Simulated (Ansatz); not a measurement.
End structure of a constructed model of the (111) surface of fcc Ir, p(2x2) layer of Bi, one a cell, on the site that continues the host's stacking (bottom of the slab: a bare face, its two planes held):

```
CELL_PARAMETERS angstrom
      5.47440     0.00000     0.00000
     -2.73720     4.74097     0.00000
      0.00000     0.00000    30.00000
ATOMIC_POSITIONS crystal
  Ir 0.16667 0.83333 0.27106
  Ir 0.16667 0.33333 0.27106
  Ir 0.66667 0.83333 0.27106
  Ir 0.66667 0.33333 0.27106
  Ir 0.33333 0.66667 0.34556
  Ir 0.33333 0.16667 0.34556
  Ir 0.83333 0.66667 0.34556
  Ir 0.83333 0.16667 0.34556
  Ir 0.50000 0.50000 0.41959
  Ir 0.49989 0.99994 0.41934
  Ir 0.00006 0.50011 0.41934
  Ir 0.00006 0.99994 0.41934
  Ir 0.66606 0.33394 0.49393
  Ir 0.66606 0.83212 0.49393
  Ir 0.16788 0.33394 0.49393
  Ir 0.16667 0.83333 0.49491
  Ir 0.83333 0.16667 0.56702
  Ir 0.83303 0.66651 0.56914
  Ir 0.33349 0.16697 0.56914
  Ir 0.33349 0.66651 0.56914
  Ir 0.99680 0.00320 0.64238
  Ir 0.99680 0.49360 0.64238
  Ir 0.50640 0.00320 0.64238
  Ir 0.50000 0.50000 0.64227
  Bi 0.16667 0.83333 0.71593
```

Model: 25-atom slab, 13.7 Å thick at the start with caps and adatoms (thin: gaps and levels are the slab's own), 8x8x1 mesh, Fermi-Dirac 0.1 eV, dipole correction, 8 atoms held, the rest relaxed; held to the start's symmetry, so lower structures may exist; no spin, no spin-orbit, no U. It is one candidate, not shown to be the stable structure of the face.

Q: Give the work function of the top face at the level PBE (Ansatz, a quantum-chemistry and plane-wave program).

A: 3.84 eV
